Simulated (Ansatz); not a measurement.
Base system: ZnSe in the zinc blende structure (space group F-43m, No. 216; a = 5.5675 Å). Axes: x, y, z lie along the cube axes.

Structures relaxed with LDA/PAW in Ansatz (a quantum-chemistry and plane-wave program), no SOC.

Base:

Simulated powder pattern, Cu Kα1, λ = 1.54056 Å (kinematic, ideal powder, no thermal factors, no anomalous dispersion; the 8 strongest lines at most, above 2 %, up to 2θ = 90°):

```csv
2θ (°),I/Imax (%),hkl
27.73,100,(111)
46.07,73,(220)
54.63,43,(311)
67.20,11,(400)
74.18,17,(331)
85.34,23,(422)
```

After one change:

Simulated powder pattern, Cu Kα1, λ = 1.54056 Å (kinematic, ideal powder, no thermal factors, no anomalous dispersion; the 8 strongest lines at most, above 2 %, up to 2θ = 90°):

```csv
2θ (°),I/Imax (%)
27.66,100
45.59,25
46.14,48
54.16,30
55.12,14
66.45,7.8
74.24,11
84.69,16
```

What was done to the base?
A. biaxial strain +3.00 %, plane normal [001], relaxed out of plane
B. biaxial strain −1.00 %, plane normal [001], relaxed out of plane
C. biaxial strain −0.50 %, plane normal [001], relaxed out of plane
D. biaxial strain +1.00 %, plane normal [001], relaxed out of plane

D, biaxial strain +1.00 %, plane normal [001], relaxed out of plane. Its volume per atom is 21.74 Å³ against 21.57 Å³, and its space group is I-4m2 (No. 119).

No phonon test of stability was made.
